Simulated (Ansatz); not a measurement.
Take OsO₂ in the rutile structure (space group P4_2/mnm, No. 136; a = 4.4550 Å, c = 3.1805 Å) as the base.

Method: Ansatz (a first-principles code) PBEsol, no spin-orbit coupling.

Base values:

```
Item       Result
--------  -------
Pressure  0.0 GPa
```

Modification: every lattice vector is stretched by 2.71 %; the atoms relax in the strained cell.

Question: Predict the new pressure and energy relative to the base.

Answer: The pressure (mean of the normal stresses, compression positive) goes from zero to -21.2 GPa; the energy grows by 63 meV/atom.

No phonon test of stability was made. No Hubbard U is applied, and correlation can decide whether such a compound is a metal. The final runs are not spin-polarised.
